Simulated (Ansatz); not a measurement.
Consider IrO2 in the rutile structure (space group P4_2/mnm, No. 136; a = 4.472 Å, c = 3.154 Å).

All numbers come from Ansatz (a program for electronic structure), PBEsol, PAW, cutoff 420 eV, without spin-orbit coupling, earlier PAW set.

Before the change:

- Lattice parameter a = 4.472 Å
- Band gap = zero

Now apply this change: cell and atoms relaxed at a pressure of 5 GPa.

Q: How does this affect the lattice parameter a and band gap?

A: The lattice parameter a decreases by 0.031 Å (4.472 Å → 4.441 Å); the band gap is still zero.

Load acts through the strain it causes; cell and atoms are relaxed under it. Stability against distortions was not tested. Competing high-pressure phases were not computed. No Hubbard U is applied, and correlation can decide whether such a compound is a metal. The final runs are not spin-polarised.
